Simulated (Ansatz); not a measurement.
The starting structures come from a database of crystals and need not be the phases stable at ambient conditions.

Tunnelling through a barrier is set by its complex band structure: the current falls as exp(−2κd) with the smallest κ.

Here is the system:

```yaml
crystal:
  lattice:
    - [4.16811, 0.00000, 0.00000]
    - [-2.08406, 3.60969, 0.00000]
    - [0.00000, 0.00000, 6.83999]
  atoms:
    - { symbol: In, position: [0.66667, 0.33333, 0.50020] }
    - { symbol: In, position: [0.33333, 0.66667, 0.00020] }
    - { symbol: P, position: [0.66667, 0.33333, 0.87480] }
    - { symbol: P, position: [0.33333, 0.66667, 0.37480] }
```

The cell is taken as given.

Transport runs along the normal of the first two printed cell vectors, the (001) plane of the conventional cell.

No gap correction and no spin-orbit coupling; mid-gap is the computed energy nearest the middle.

Problem. Compute, with r2SCAN (Ansatz, an electronic-structure program), the band gap and the smallest decay constant κ at mid-gap.

Solution. Gap 1.11 eV on a 12×12×6 mesh; κ = 0.073 1/Å, at the zone centre.
